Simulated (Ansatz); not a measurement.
The parent structure is CsPbCl3 in the cubic perovskite structure (space group Pm-3m, No. 221; a = 5.673 Å).

Calculations: r2SCAN/PAW in Ansatz (a program for electronic structure), no spin-orbit coupling.

Before the change:

| Item | Value |
|---|---|
| Hole mass | 0.21 mₑ (at R) |
| Band gap | 2.46 eV |
| Density | 4.06 g/cm³ |

It is then changed as follows: a hydrostatic pressure of 1.5 GPa.

Task: Predict the new hole mass, band gap and density.

Result: The hole mass changes from 0.21 mₑ (at R) to 0.18 mₑ (at R); the band gap shrinks by 0.251 eV (2.46 eV → 2.20 eV); the density rises by 0.22 g/cm³, from 4.06 g/cm³ to 4.28 g/cm³.

With Pb present, leaving out spin-orbit coupling can change the band edges. Load acts through the strain it causes; cell and atoms are relaxed under it. Masses are band curvatures over ±0.01 Å⁻¹ around the edge. Whether these cells are dynamically stable was not tested. Many cubic perovskites are stable only at high temperature; tilts and polar distortions were not tested. This is not the structure that CsPbCl3 has at room temperature and ambient pressure.
